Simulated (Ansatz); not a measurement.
Consider FePt (space group P4/mmm, No. 123; a = 2.7348 Å, c = 3.7222 Å; ferromagnetic; relaxed with 0.1 eV smearing). Axes: x, y, z lie along a, b, c of the conventional cell.

All numbers come from r2SCAN in Ansatz (plane waves to 500 eV, PAW, no spin-orbit coupling).

For the base:

| Quantity | Result |
|---|---|
| Volume per atom | 13.92 Å³ |
| Pressure | 0.0 GPa |
| Largest site moment | 3.29 μB |

One thing is altered: biaxial strain +1.63 %, plane normal [001], relaxed out of plane (Cartesian); in-plane vectors clamped, the third vector and the atoms free.

Problem. What happens to the volume per atom, pressure and largest site moment?

Solution. The volume per atom rises by 0.21 Å³, from 13.92 Å³ to 14.13 Å³; the pressure (mean of the normal stresses, compression positive) goes from zero to -2.9 GPa; the largest site moment is nearly the same (3.29 μB against 3.33 μB).

Other magnetic orders, which the real material may have, were not ruled out. Whether these cells are dynamically stable was not tested.

Ansatz is an electronic-structure program.
